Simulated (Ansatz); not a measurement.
**Effect of isotropic strain +4.21 % on hypothetical anatase SrBr2**

The parent structure is SrBr$_{2}$ in the anatase structure (space group I4_1/amd, No. 141; a = 6.0426 Å, c = 14.5087 Å; a hypothetical phase, not in the database extracts checked).

Now apply this change: an isotropic linear strain of +4.21 %; the atoms relax in the strained cell.

Level of theory: Ansatz (a first-principles code), PBE, PAW, cutoff 420 eV, no SOC. k-mesh 8×8×8 (Γ-centred); smearing 0.05 eV (Fermi–Dirac).

| quantity | base | changed | shift |
|---|---|---|---|
| volume per atom | 44.15 Å³ | 49.96 Å³ | +5.81 Å³ |
| space group | I4_1/amd (No. 141) | I4_1/amd (No. 141) | – |
| shortest interatomic distance | 3.071 Å | 3.106 Å | +0.035 Å |
| energy relative to the base (free energy F) | 0 meV/atom | +32 meV/atom | +32 meV/atom |
| pressure (mean of the normal stresses, compression positive) | 0.0 kbar | -15.5 kbar | -15.5 kbar |
| band gap | 4.60 eV | 4.33 eV | -0.27 eV |
| gap character | indirect, Γ–X (89 % along) → Γ | indirect, Γ–X (89 % along) → Γ | – |
| electron mass | 0.40 mₑ along c, 0.38 mₑ across (at Γ) | 0.46 mₑ along c, 0.39 mₑ across (at Γ) | – |
| largest internal atomic displacement | – | 0.103 Å | – |

Masses are band curvatures over ±0.01 Å⁻¹ around the edge. Stability against distortions was not tested.
